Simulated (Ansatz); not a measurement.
Ansatz (a first-principles code) is run on Fe3Os (I4/mmm, 4 atoms in the cell), and the run fails. The aim is a self-consistent single point with DFT, PBE, plane waves, default PAW files.

This input was run:

Ansatz 0.2 input:
```yaml
crystal:
  cell:
    - [-1.77532800, 1.77532800, 3.95444400]
    - [1.77532800, -1.77532800, 3.95444400]
    - [1.77532800, 1.77532800, -3.95444400]
  atoms:
    - { symbol: Fe, position: [0.50000000, 0.50000000, 0.00000000], spin: 4.0 }
    - { symbol: Fe, position: [0.75000000, 0.25000000, 0.50000000], spin: 4.0 }
    - { symbol: Fe, position: [0.25000000, 0.75000000, 0.50000000], spin: 4.0 }
    - { symbol: Os, position: [0.00000000, 0.00000000, 0.00000000] }
kpoints:
  mp_grid:
    grid: [9, 9, 9]
hamiltonian:
  xc: pbe
  pseudopotentials:
    kind: paw
magnetization:
  spin_polarized: true
scf:
  occupations:
    method: cold
    width: 0.272 eV
output:
  forces: true
  eigenvalues: true
  stress: true
```

The program printed (abridged):

```
Error: YAML parse error: error: line 2 column 3: unknown field `cell`, expected one of checkpoint, saddle_side, structure_sha256, lattice, periodic, space_group, setting, atoms, reduce_to_primitive, conventional_axes, supercell, defects, symmetry, host
 --> <input>:2:3
  |
1 | crystal:
2 |   cell:
  |   ^ unknown field `cell`, expected one of checkpoint, saddle_side, structure_sha256, lattice, periodic, space_group, setting, atoms, reduce_to_primitive, [...]
3 |     - [-1.77532800, 1.77532800, 3.95444400]
4 |     - [1.77532800, -1.77532800, 3.95444400]
  |
```

From the messages shown, name the fault and mend the input.

The program does not know the word cell. To fix it, write lattice. The program stopped before any SCF iteration.

An input that runs soundly differs in these lines (not the only fix; some lines may just follow from the change or write a value another way):
```diff
-  cell:
+  lattice:
```

With that input, the run converged in 19 iterations: free energy E − TS (on the zero of these files) -24825.2215 eV; Fermi level (on the code's own zero) 19.91 eV; pressure -9.78 GPa; size of the cell's spin moment 5.22 μB (DFT, PBE, plane waves, default PAW files).

On the sound input: the starting cell was generated: these elements placed on a structure prototype, without a prior relaxation; it need not be a known phase or ordering of this composition. Its lattice was rescaled by a random factor within 2.5 % of one. The magnetic order is the one reached from the typed start; others were not searched systematically. The program warned that, by what it read of turns of the moments, another magnetic order lies lower. With a pressure of about -10 GPa the cell is away from its equilibrium volume at this level. Ansatz's pressure includes its estimate of the finite-basis (Pulay) stress.
